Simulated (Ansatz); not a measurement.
Input and output of a relaxation of cell and atoms for K₂Se (Fm-3m, 3 atoms in the cell) (Ansatz, a program for electronic structure).

Computed with LDA (PW92), default PAW files made with PBE (plane waves; Ansatz).

```xyz
3
Lattice="0.0000 3.8360 3.8360 3.8360 0.0000 3.8360 3.8360 3.8360 0.0000" Properties=species:S:1:pos:R:3 pbc="T T T"
K      1.9180     1.9180     1.9180
K      5.7539     5.7539     5.7539
Se     0.0000     0.0000     0.0000
```

Reference input (self-consistent single point, DFT, LDA (PW92), plane waves, default PAW files made with PBE): kpoints.mp_grid.grid = 8 8 8; hamiltonian.xc = lda; hamiltonian.pseudopotentials = {kind: paw} (the program's default PAW files); scf.occupations.method = fixed. This run's input differs from it in these lines:

```diff
@@ -20,2 +20,4 @@
     method: fixed
+relax:
+  cell: {}
 output:
```

Output (repeated stretches shortened):

```
   [... SCF lines of the steps left out ...]
relax step   1: F+E_penalty+E_count = -8379.13366900 eV  Δ(F+E_penalty+E_count) = +0.000e0 eV  max|allowed force component| = 7.710e-18 eV/Å  Δτ_max = 0.0000 Å  P = -1.463 GPa  Ω = 112.889 Å³  (6 SCF iters, dr2 threshold 1.00e-7 eV, accepted)
relax step   2: F+E_penalty+E_count = -8379.16870391 eV  Δ(F+E_penalty+E_count) = -3.503e-2 eV  max|allowed force component| = 7.093e-17 eV/Å  Δτ_max = 0.0000 Å  P = -0.787 GPa  Ω = 108.000 Å³  energy of the carried Pulay correction = +2.695e-4 eV  [...]
   [... lines left out ...]
relax step   4: F+E_penalty+E_count = -8379.18030178 eV  Δ(F+E_penalty+E_count) = -2.858e-4 eV  max|allowed force component| = 6.168e-17 eV/Å  Δτ_max = 0.0000 Å  P = -0.011 GPa  Ω = 103.606 Å³  energy of the carried Pulay correction = +5.221e-4 eV  [...]
relax step   5: F+E_penalty+E_count = -8379.17985385 eV  Δ(F+E_penalty+E_count) = +4.479e-4 eV  max|allowed force component| = 6.785e-17 eV/Å  Δτ_max = 0.0000 Å  P = -0.014 GPa  Ω = 103.606 Å³  stress off target by 1.35e-2 GPa  SCF on the basis [...]
basis re-selected at this cell: Δ(F+E_penalty+E_count) = +4.479e-4 eV, ΔP = -0.003 GPa vs the last step
the relaxation is at rest under the 48 symmetry operations that the run kept from its start: a minimum is not shown …
Stability not checked: this state was not tested for a lower state beside it, because too few of the mixer's solves of this state at the end of the SCF gave a …
Free energy (F): -8379.179854 eV
Internal energy: -8379.179854 eV  (E = F + TS)
   [... lines left out ...]
Fermi energy:    3.119087 eV
  cell:  # Å, volume = 103.6062 Å³
   [... lines left out ...]
    - [3.727794121433079, -2.4203017156254052e-34, 3.727794121433079]
    - [3.727794121433079, 3.727794121433079, -1.0827665569903128e-34]
  atoms:
    - { symbol: K, position: [0.24999999999999997, 0.24999999999999997, 0.24999999999999997] }
    - { symbol: K, position: [0.7499999999999999, 0.7499999999999999, 0.7499999999999999] }
    - { symbol: Se, position: [1.3597814015150756e-35, 6.241047971056374e-35, -1.049472312451379e-34] }
```

The run converged. 

Summary of the result:
```
Item                                                                                                                    Result
------------------------------------------------  ----------------------------------------------------------------------------
Free energy E − TS (on the zero of these files)                                                                  -8379.1799 eV
Top of the valence band (on the code's own zero)                                                                       3.12 eV
Gap on the k-point mesh                                                                                                2.07 eV
Pressure                                                                                                             -0.01 GPa
Final cell                                        a = 5.2719 Å, b = 5.2719 Å, c = 5.2719 Å, α = 60.00°, β = 60.00°, γ = 60.00°
Final volume per atom                                                                                                 34.54 Å³
Relaxation steps                                                                                                             5
```

The starting cell comes from a database of computed structures (which also holds hypothetical and non-ambient phases and stackings), without a prior relaxation at this level. The relaxation keeps the symmetry of its start, so its end need not be a minimum. Ansatz's pressure includes its estimate of the finite-basis (Pulay) stress.

Keys are those of Ansatz 0.2.
